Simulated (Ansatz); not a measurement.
The reference is Sc in the hcp (Mg type) structure (space group P6_3/mmc, No. 194; a = 3.2754 Å, c = 5.1051 Å; relaxed with 0.1 eV smearing). Axes: x lies along a and z along c of the hexagonal cell.

Calculations: PBEsol/PAW in Ansatz (an electronic-structure program), no spin-orbit coupling.

Base values:

The pressure is 0.0 GPa and the band gap is zero. The shortest interatomic distance is 3.177 Å.

Now apply this change: uniaxial strain ε_zz = −1.50 %, all other strain components held at zero; the atoms relax in the strained cell.

Predict the new pressure, energy relative to the base, band gap and shortest interatomic distance.

The pressure (mean of the normal stresses, compression positive) goes from zero to 0.9 GPa; the energy goes up by 1.8 meV/atom; the band gap remains zero; the shortest interatomic distance falls by 0.031 Å (3.177 Å → 3.146 Å).

Stability against distortions was not tested. The final runs are not spin-polarised.
